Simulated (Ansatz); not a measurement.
Reference: InP (F-43m), r2SCAN with spin-orbit coupling, rigid bands (plane waves, PAW; Ansatz, a program for electronic structure); axes and stresses refer to this cell.

```xyz
2
Lattice="0.0000 2.9533 2.9533 2.9533 0.0000 2.9533 2.9533 2.9533 0.0000" Properties=species:S:1:pos:R:3 pbc="T T T"
In     0.0000     0.0000     0.0000
P      1.4767     1.4767     1.4767
```

- band gap = 1.00 eV
- hole conductivity mass = 0.57 mₑ
- Seebeck coefficient, n-type 1e19 cm⁻³ = -56 μV/K

### Question
Change: biaxial stress xx = yy = 2 GPa (compression positive). What happens to band gap, hole conductivity mass, Seebeck coefficient, n-type 1e19 cm⁻³?

### Answer
band gap goes up to 1.04 eV; hole conductivity mass falls to 0.43 mₑ; Seebeck coefficient, n-type 1e19 cm⁻³ grows in size to -59 μV/K.

### Question
Change: uniaxial stress along [110] of -1 GPa (compression positive). What happens to band gap, hole conductivity mass, Seebeck coefficient, n-type 1e19 cm⁻³?

### Answer
band gap shrinks to 0.95 eV; hole conductivity mass shrinks to 0.53 mₑ; Seebeck coefficient, n-type 1e19 cm⁻³ moves little, to -55 μV/K.

### Question
Change: uniaxial stress along [110] of -2 GPa (compression positive). What happens to band gap, hole conductivity mass, Seebeck coefficient, n-type 1e19 cm⁻³?

### Answer
band gap drops to 0.88 eV; hole conductivity mass shrinks to 0.49 mₑ; Seebeck coefficient, n-type 1e19 cm⁻³ falls in size to -54 μV/K.

### Question
Change: uniaxial stress zz = 2 GPa (compression positive). What happens to band gap, hole conductivity mass, Seebeck coefficient, n-type 1e19 cm⁻³?

### Answer
band gap decreases to 0.93 eV; hole conductivity mass drops to 0.32 mₑ; Seebeck coefficient, n-type 1e19 cm⁻³ moves little, to -57 μV/K.

Masses are for dilute carriers at 300 K, harmonic means over directions unless an axis is named. Seebeck coefficients are for the stated density at 300 K, with one relaxation time for all states and whether or not that doping can be reached. Stresses and pressures are the targets of the relaxation.  The structure type is held under load, also where the real crystal would transform.
